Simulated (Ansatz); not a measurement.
## Short convergence ladders for K2Pd (P4mm, 3 atoms in the cell)

```
CELL_PARAMETERS angstrom
      5.68409     0.00000     0.00000
      0.00000     5.68409     0.00000
      0.00000     0.00000     3.67632
ATOMIC_POSITIONS crystal
  K  0.00000 0.50000 0.50000
  K  0.50000 0.00000 0.50000
  Pd 0.00000 0.00000 0.01360
```

Base method: PBEsol, default PAW files made with PBE (plane waves; Ansatz, an electronic-structure program).

Base settings: basis.ecutwfc = 420 eV; kpoints.mp_grid.grid = 6 6 9; hamiltonian.xc = pbesol; hamiltonian.pseudopotentials = {kind: paw} (the program's default PAW files); scf.occupations.method = fermi_dirac; scf.occupations.width = 0.1 eV.

**The width of Fermi-Dirac smearing**

In this ladder: kpoints.mp_grid.grid = 10 10 15.

Narrow widths need finer meshes than wide ones, so the last steps can hold mesh noise.

Only quantities that move along the ladder and can be compared are tabulated; pressure and forces are left out, as mesh noise rules them at narrow widths.

```tsv
scf.occupations.width	free energy less the last step's (meV/atom)	energy extrapolated to zero width less the last step's (meV/atom)
1 eV	-1045.08	49.25
0.5 eV	-222.83	38.26
0.3 eV	-65.19	11.29
0.2 eV	-25.48	1.27
0.1 eV	-5.06	-0.10
0.05 eV	0.00	0.00
```

Widest scf.occupations.width that holds the free energy within 2 meV/atom: not settled: the last two steps still differ by 5.1 meV/atom, over half the tolerance, so the ladder does not show it.

Widest scf.occupations.width that holds the energy extrapolated to zero width within 1 meV/atom of the last step, with all finer ones: 0.1 eV; the step before is off by 1.3 meV/atom.

The extrapolation to zero width removes most of the smearing's effect on the energy.

**The width of cold smearing**

In this ladder: kpoints.mp_grid.grid = 10 10 15; scf.occupations.method = cold.

Narrow widths need finer meshes than wide ones, so the last steps can hold mesh noise.

Only quantities that move along the ladder and can be compared are tabulated; pressure and forces are left out, as mesh noise rules them at narrow widths.

| scf.occupations.width | free energy less the last step's (meV/atom) |
|---|---|
| 0.3 eV | -1.16 |
| 0.2 eV | -0.46 |
| 0.1 eV | -0.08 |
| 0.05 eV | 0.00 |

Widest scf.occupations.width that holds the free energy within 1 meV/atom of the last step, with all finer ones: 0.2 eV; the step before is off by 1.2 meV/atom.

On the base run: the starting cell comes from a database of computed structures (which also holds hypothetical and non-ambient phases and stackings), without a prior relaxation at this level. Its lattice was rescaled by up to half a per cent. One atom was moved a little off its site on purpose. Spin polarisation is off. Ansatz's pressure includes its estimate of the finite-basis (Pulay) stress.

Left out of this page: 4 runs of the series outside the window shown, repeating another row's setting, or not comparable; 2 runs of the series unsound by tests on forces, stress, charge or solver warnings.

Keys are those of Ansatz 0.2.
